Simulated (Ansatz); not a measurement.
Base system: ZnSe in the zinc blende structure (space group F-43m, No. 216; a = 5.6661 Å).

Method: r2SCAN (Ansatz, an electronic-structure program), spin-orbit coupling left out, earlier PAW set.

Its conduction minimum is a single valley at Γ with mass 0.12 mₑ.

One thing is altered: electron doping at 2.0×10^21 cm⁻³ (0.0910 per cell), with a uniform compensating background at fixed cell and a 300 K Fermi–Dirac width.

Q: Where would a parabolic band put the Fermi level, and where does the calculation put it?

A: k_F = (3π²n)^(1/3) = 0.390 Å⁻¹, so ħ²k_F²/2m = 4.7 eV above the band edge at zero temperature. The calculation gives 1.45 eV (to 0.05 eV): the band is strongly non-parabolic or higher valleys fill at this density.

Charged cell with a jellium background: band edges are those of the host's band count, energies are not comparable with the neutral cell, and many-body gap narrowing is missing. The levels and masses belong to the bands next to the band gap. Effective masses come from finite differences of ±0.01 Å⁻¹. Stability against distortions was not tested.
